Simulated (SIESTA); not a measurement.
# Worked example: self-consistent single point of KCSN (Ima2, 8 atoms in the cell) in SIESTA

Method: LDA PW92, numerical atomic orbitals DZP, PseudoDojo LDA standard norm-conserving potentials (rewritten from UPF to PSML) (SIESTA).

Input:

```
# files in the folder: K.psml C.psml S.psml N.psml (PseudoDojo LDA standard)
SystemName  KCSN
SystemLabel siesta

NumberOfAtoms                8
NumberOfSpecies              4
%block ChemicalSpeciesLabel
  1 19 K
  2 6 C
  3 16 S
  4 7 N
%endblock ChemicalSpeciesLabel
LatticeConstant              1.0 Ang
%block LatticeVectors
    -3.955235000    3.379480000    3.375385000
     3.955235000   -3.379480000    3.375385000
     3.955235000    3.379480000   -3.375385000
%endblock LatticeVectors
AtomicCoordinatesFormat      Fractional
%block AtomicCoordinatesAndAtomicSpecies
     0.250260000    0.250260000    0.000000000  1
     0.250260000    0.750260000    0.500000000  1
     0.796130000    0.523300000    0.772830000  2
     0.750470000    0.023300000    0.227170000  2
     0.452070000    0.351650000    0.600420000  3
     0.751230000    0.851650000    0.399580000  3
     0.044590000    0.649000000    0.895590000  4
     0.753410000    0.149000000    0.104410000  4
%endblock AtomicCoordinatesAndAtomicSpecies

XC.functional                LDA
XC.authors                   PW92
PAO.BasisSize                DZP
PAO.EnergyShift              0.005 Ry
MeshCutoff                   300 Ry
%block kgrid.MonkhorstPack
    4   0   0  0.0
    0   4   0  0.0
    0   0   4  0.0
%endblock kgrid.MonkhorstPack
OccupationFunction           FD
ElectronicTemperature        10 K

MaxSCFIterations             150
SCF.Mixer.Method             Broyden
SCF.Mixer.Weight             0.25
SCF.Mixer.History            6
SCF.DM.Tolerance             1.0E-05
Diag.ParallelOverK           true
WriteForces                  true
```

Output, abridged:

```
reinit: Reading from file input.fdf

reinit: System Name: KCSN
reinit: System Label: siesta

coor:   Atomic-coordinates input format  =     Fractional

siesta: Atomic coordinates (Bohr) and species
siesta:      0.00000   0.00000   3.19259  1        1
siesta:      7.47431   0.00000   3.19259  1        2
siesta:      3.73716   6.67789   3.48652  2        3
siesta:     -3.73716   6.09469   3.48652  2        4
siesta:      3.73716   4.47577   1.29676  3        5
siesta:      3.73716   1.91052   7.67531  3        6
siesta:     11.21147   1.85956  -1.28847  4        7
siesta:     -3.73716   4.52673   5.09009  4        8

siesta: System type = bulk

initatomlists: Number of atoms, orbitals, and projectors:      8    96   104

siesta: ******************** Simulation parameters ****************************
redata: Spin configuration                          = none
redata: Time-Reversal Symmetry                      = T
redata: Number of Atomic Species                    =        4
redata: Mesh Cutoff                                 =   300.0000 Ry
redata: Net charge of the system                    =     0.0000 |e|
redata: Min. number of SCF Iter                     =        0
redata: Max. number of SCF Iter                     =      150
redata: SCF convergence failure will abort job
redata: SCF mix quantity                            = Hamiltonian
redata: Mix DM or H after convergence               =   F
redata: Recompute H after scf cycle                 =   F
redata: Mix DM in first SCF step                    =   T
redata: No kicks to SCF
redata: DM Mixing Weight for Kicks                  =     0.5000
redata: Require Harris convergence for SCF          =   F
redata: Harris energy tolerance for SCF             =     0.000100 eV
redata: Require DM convergence for SCF              =   T
redata: DM tolerance for SCF                        =     0.000010
redata: Require EDM convergence for SCF             =   F
   [... lines left out ...]
diag: Parallel distribution                         =     1 x     1
diag: Used triangular part                          = Lower
diag: Absolute tolerance                            =  0.100E-15
diag: Orthogonalization factor                      =  0.100E-05
diag: Memory factor                                 =  1.0000

superc: Internal auxiliary supercell:     5 x     5 x     5  =     125
superc: Number of atoms, orbitals, and projectors:   1000  12000  13000

                        Single-point calculation

superc: Internal auxiliary supercell:     5 x     5 x     5  =     125
superc: Number of atoms, orbitals, and projectors:   1000  12000  13000

outcell: Unit cell vectors (Ang):
       -3.955235    3.379480    3.375385
        3.955235   -3.379480    3.375385
        3.955235    3.379480   -3.375385

outcell: Cell vector modules (Ang)   :    6.201451    6.201451    6.201451
outcell: Cell angles (23,13,12) (deg):    100.7453    113.9575    114.0477
outcell: Cell volume (Ang**3)        :    180.4702
new_DM -- step:     1
Initializing Density Matrix...

Attempting to read DM from file... Failed...
DM filled with atomic data:

InitMesh: MESH = 54 x 60 x 60 = 194400
InitMesh: Mesh cutoff (required, used) =   300.000   337.597 Ry

stepf: Fermi-Dirac step function
        iscf     Eharris(eV)        E_KS(eV)     FreeEng(eV)     dDmax    Ef(eV) dHmax(eV)
   scf:    1    -3112.287093    -3117.232363    -3117.232363  1.702590 -6.069726  9.644620
   scf:    2    -3122.564256    -3121.649053    -3121.649053  0.151890 -3.604376  1.618444
   scf:    3    -3122.013639    -3121.861433    -3121.861433  0.044280 -4.008484  0.841826
   scf:    4    -3121.980029    -3121.931621    -3121.931621  0.044724 -4.406051  0.204387
   scf:    5    -3121.939803    -3121.936160    -3121.936160  0.012629 -4.508310  0.057407
   scf:    6    -3121.937921    -3121.937137    -3121.937137  0.006328 -4.555487  0.010038
   [... 3 lines left out ...]
   scf:   10    -3121.937179    -3121.937179    -3121.937179  0.000069 -4.552646  0.000561
   scf:   11    -3121.937179    -3121.937179    -3121.937179  0.000043 -4.552399  0.000267
   scf:   12    -3121.937179    -3121.937179    -3121.937179  0.000020 -4.552310  0.000201
   scf:   13    -3121.937179    -3121.937179    -3121.937179  0.000011 -4.552265  0.000150
   scf:   14    -3121.937179    -3121.937179    -3121.937179  0.000007 -4.552240  0.000109
SCF Convergence by DM+H criterion
max |DM_out - DM_in|         :     0.0000074830
max |H_out - H_in|      (eV) :     0.0001089911
SCF cycle converged after 14 iterations

Using DM_out to compute the final energy and forces

siesta: E_KS(eV) =            -3121.9372

siesta: E_KS - E_eggbox =     -3121.9372

siesta: Atomic forces (eV/Ang):
     1   -0.000017    0.000011   -0.071192
     2   -0.000005    0.000008   -0.071215
     3   -0.000087   -1.164519   -1.150261
     4    0.000018    1.164494   -1.149918
     5    0.000113   -0.416371   -0.418892
     6    0.000079    0.415276   -0.417910
     7   -0.000362    1.537744    1.636791
     8   -0.000062   -1.535892    1.634941
   Tot   -0.000324    0.000751   -0.007655
   Max    1.636791
   Res    0.820045    sqrt( Sum f_i^2 / 3N )
   Max    1.636791    constrained

Stress tensor Voigt[x,y,z,yz,xz,xy] (kbar):       15.80       -7.59       -7.57       -0.00       -0.00       -0.00
(Free)E + p*V (eV/cell)    -3121.9612
Target enthalpy (eV/cell)    -3121.9372

siesta: Program's energy decomposition (eV):
siesta: Ebs     =      -780.805326
siesta: Eions   =      5711.350084
siesta: Ena     =      1758.417742
siesta: Ekin    =      1352.318518
siesta: Enl     =       255.775436
siesta: Eso     =         0.000000
siesta: Edftu   =         0.000000
siesta: DEna    =         4.655562
siesta: DUscf   =         1.969331
siesta: DUext   =         0.000000
siesta: Ex      =      -695.011611
siesta: Ec      =       -88.712072
siesta: Exc     =      -783.723683
siesta: Eharris =     -3121.937179
siesta: Etot    =     -3121.937179
siesta: FreeEng =     -3121.937179

siesta: Atomic forces (eV/Ang):
siesta:      1   -0.000017    0.000011   -0.071192
siesta:      2   -0.000005    0.000008   -0.071215
siesta:      3   -0.000087   -1.164519   -1.150261
siesta:      4    0.000018    1.164494   -1.149918
siesta:      5    0.000113   -0.416371   -0.418892
siesta:      6    0.000079    0.415276   -0.417910
siesta:      7   -0.000362    1.537744    1.636791
siesta:      8   -0.000062   -1.535892    1.634941
siesta: ----------------------------------------
siesta:    Tot   -0.000324    0.000751   -0.007655

siesta: Stress tensor (static) (eV/Ang**3):
siesta:     0.009859   -0.000002   -0.000001
siesta:    -0.000002   -0.004738   -0.000001
siesta:    -0.000001   -0.000001   -0.004722

siesta: Cell volume =        180.470192 Ang**3

siesta: Pressure (static):
siesta:                Solid            Molecule  Units
siesta:          -0.00000145          0.00012453  Ry/Bohr**3
siesta:          -0.00013318          0.01143398  eV/Ang**3
siesta:          -0.21337734         18.31926002  kBar
```

The run converged in 14 iterations.

The starting cell comes from a database of computed structures (which also holds hypothetical and non-ambient phases and stackings), without a prior relaxation at this level. Values carry the incompleteness of an atom-centred basis. Forces in this geometry exceed 1 eV/Å.

Cost on one core of a shared machine: roughly 50 s.
